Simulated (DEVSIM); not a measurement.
Structure: Co/La2O3/n-InP capacitor, at 300 K.

Layer 1 from the left is La2O3, thickness (nm) 15.0. Layer 2 from the left is InP, thickness (nm) 1600, Nd (cm⁻³) 1.6e17.

Metal gate on the left, work function 5 eV. Fixed charge at the semiconductor interface -1.82e12 cm⁻² (in units of +e); no interface traps.

This is a model device: material constants are rounded textbook-type values typed into the input, and sizes, dopings and lifetimes were drawn at random. Values at 300 K.

La2O3: gap (eV) 5.8, affinity (eV) 1.8, permittivity 27. InP: gap (eV) 1.344, affinity (eV) 4.38, permittivity 12.5, Nc (cm⁻³) 5.7e17, Nv (cm⁻³) 1.1e19.

Model (solved in DEVSIM): 1D Poisson equation in equilibrium, Boltzmann statistics, complete ionisation; no quantum confinement or tunnelling. Metal contacts follow the ideal Schottky-Mott rule: no Fermi-level pinning, no interface dipoles.

Task: What does the simulation give for the minimum of the low-frequency capacitance, the threshold voltage (band bending 2φF), the flat-band voltage?

Result: minimum of the low-frequency capacitance 0.110 μF/cm²; threshold voltage (band bending 2φF) -0.60 V; flat-band voltage 0.77 V.
